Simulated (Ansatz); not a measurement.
Ag (Fm-3m): band-structure transport figures

```xyz
1
Lattice="0.0000 2.0275 2.0275 2.0275 0.0000 2.0275 2.0275 2.0275 0.0000" Properties=species:S:1:pos:R:3 pbc="T T T"
Ag     0.0000     0.0000     0.0000
```

The numbers are results of r2SCAN, rigid bands (plane waves, PAW, scalar-relativistic; Ansatz, a first-principles code), not measurements. Condition of this run: functional r2SCAN on the same cell. Geometry: cell and atoms relaxed with PBEsol.

* **density of states at the Fermi level**: 0.251 states/(eV·cell), both spins
* **bare Sommerfeld coefficient**: 0.59 mJ/(mol of atoms·K²)
* **Drude plasma energy**: 9.5 eV
* **root-mean-square Fermi velocity**: 1.5e6 m/s
* **resistivity times τ**: 5.4 ×10⁻²² Ω·m·s
* **resistivity times mean free path**: 8.3 ×10⁻¹⁶ Ω·m²

A metal at this level (no band gap); rigid bands, thermally averaged at 300 K, both spins. Spin-orbit coupling is left out. τ is one relaxation time for all states; the product of resistivity and mean free path takes one path for all states instead.
